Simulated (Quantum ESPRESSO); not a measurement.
Worked example: self-consistent single point of LuB2Ru3 (P6/mmm, 6 atoms in the cell) in Quantum ESPRESSO.

Method of the run: LDA (PZ), PSlibrary PAW (LDA) pseudopotentials (plane waves; Quantum ESPRESSO 7.5).

The change in words: lattice scaled by 0.98. Reference geometry:
```
CELL_PARAMETERS angstrom
      5.43879     0.00000     0.00000
     -2.71940     4.71013     0.00000
      0.00000     0.00000     3.01059
ATOMIC_POSITIONS crystal
  Lu 0.00000 0.00000 0.00000
  B  0.66667 0.33333 0.00000
  B  0.33333 0.66667 0.00000
  Ru 0.50000 0.00000 0.50000
  Ru 0.50000 0.50000 0.50000
  Ru 0.00000 0.50000 0.50000
```

Reference input (self-consistent single point, DFT, LDA (PZ), plane waves, PSlibrary PAW (LDA) pseudopotentials): ecutwfc = 60 Ry; ecutrho = 480 Ry; occupations = smearing; smearing = gauss; degauss = 0.019992 Ry; K_POINTS = automatic 6 6 9 0 0 0; conv_thr = 1e-10 Ry. This run's input differs from it in these lines:

```diff
@@ -10,4 +10,4 @@
  ibrav = 4,
- celldm(1) = 10.2778232157,
- celldm(3) = 0.553540419421,
+ celldm(1) = 10.0722661260,
+ celldm(3) = 0.553540416267,
  nat = 6,
@@ -29,7 +29,7 @@
 Lu    0.0000000000    0.0000000000    0.0000000000
-B     2.7193949117    1.5700433843    0.0000000000
-B     0.0000000000    3.1400867686    0.0000000000
-Ru    2.7193949117    0.0000000000    1.5052950000
-Ru    1.3596974558    2.3550650765    1.5052950000
-Ru   -1.3596974558    2.3550650765    1.5052950000
+B     2.6650068480    1.5386424211    0.0000000000
+B     0.0000000000    3.0772848422    0.0000000000
+Ru    2.6650068480    0.0000000000    1.4751890000
+Ru    1.3325034240    2.3079636316    1.4751890000
+Ru   -1.3325034240    2.3079636316    1.4751890000
 K_POINTS automatic
```

Output, abridged:

```
     Self-consistent Calculation

     iteration #  1     ecut=    60.00 Ry     beta= 0.70

     Threshold (ethr) on eigenvalues was too large:
     Diagonalizing with lowered threshold

     total energy              =   -1939.98583615 Ry
     estimated scf accuracy    <       0.35024872 Ry

     iteration #  2     ecut=    60.00 Ry     beta= 0.70

     total energy              =   -1939.95907667 Ry
     estimated scf accuracy    <       0.74880350 Ry

     iteration #  3     ecut=    60.00 Ry     beta= 0.70

     total energy              =   -1940.11964493 Ry
     estimated scf accuracy    <       0.19171726 Ry

   [... 6 blocks of this kind left out ...]

     iteration # 10     ecut=    60.00 Ry     beta= 0.70

     total energy              =   -1940.14375285 Ry
     estimated scf accuracy    <          8.5E-10 Ry

     iteration # 11     ecut=    60.00 Ry     beta= 0.70
     End of self-consistent calculation

     the Fermi energy is    18.9902 ev

!    total energy              =   -1940.14375285 Ry
     estimated scf accuracy    <          4.7E-11 Ry
     smearing contrib. (-TS)   =      -0.00959346 Ry
     internal energy E=F+TS    =   -1940.13415939 Ry

     convergence has been achieved in  11 iterations

     Forces acting on atoms (cartesian axes, Ry/au):

     atom    1 type  1   force =     0.00000000    0.00000000   -0.00000000
   [... zero for the other atoms too ...]

     Total force =     0.000000     Total SCF correction =     0.000000

          total   stress  (Ry/bohr**3)                   (kbar)     P=       53.45
   0.00039638  -0.00000000   0.00000000           58.31       -0.00        0.00
  -0.00000000   0.00039638   0.00000000           -0.00       58.31        0.00
   0.00000000   0.00000000   0.00029733            0.00        0.00       43.74

   JOB DONE.
```

The run converged in 11 iterations. Against the reference run the free energy drops by 8.4 meV/atom and the pressure goes from -9.92 to 5.35 GPa.

The starting cell comes from a database of computed structures (which also holds hypothetical and non-ambient phases and stackings), without a prior relaxation at this level. For this run, on top of that: lattice scaled by 0.98. Spin polarisation is off. With a pressure of about 5 GPa the cell is away from its equilibrium volume at this level.

Cost on one core of a shared machine: roughly 3 min.
